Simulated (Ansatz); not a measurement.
CdSiP₂ (model structure, started from the chalcopyrite type, I-42d, No. 122, 8 atoms in the cell), treated with PBE (Ansatz, a program for electronic structure, plane waves, PAW).

Run with plane-wave cutoff 500 eV, 10×10×10 k mesh, Fermi–Dirac smearing 0.05 eV, scalar-relativistic PAW data made under PBE.

Cell (relaxed at this level):

```
CdP2Si
1.0
   -2.86196     2.86196     5.29033
    2.86196    -2.86196     5.29033
    2.86196     2.86196    -5.29033
Cd Si P
2 2 4
Direct
  0.75000   0.25000   0.50000
  0.00000   0.00000   0.00000
  0.25000   0.75000   0.50000
  0.50000   0.50000   0.00000
  0.17060   0.12500   0.54560
  0.57940   0.62500   0.45440
  0.37500   0.82940   0.95440
  0.87500   0.42060   0.04560
```

Q: Predict the band gap.

A: 
* **band gap**: 1.42 eV (on the SCF k mesh)

Note: the relaxation could raise the start's symmetry but not lower it, so the cell can be a saddle point.

Spin–orbit coupling is not included.

Static lattice: no zero-point or thermal effects.

A model structure was made by putting elements into a prototype or built by hand; it is no filed structure, need not be a known phase, and can be a saddle point held by its symmetry.
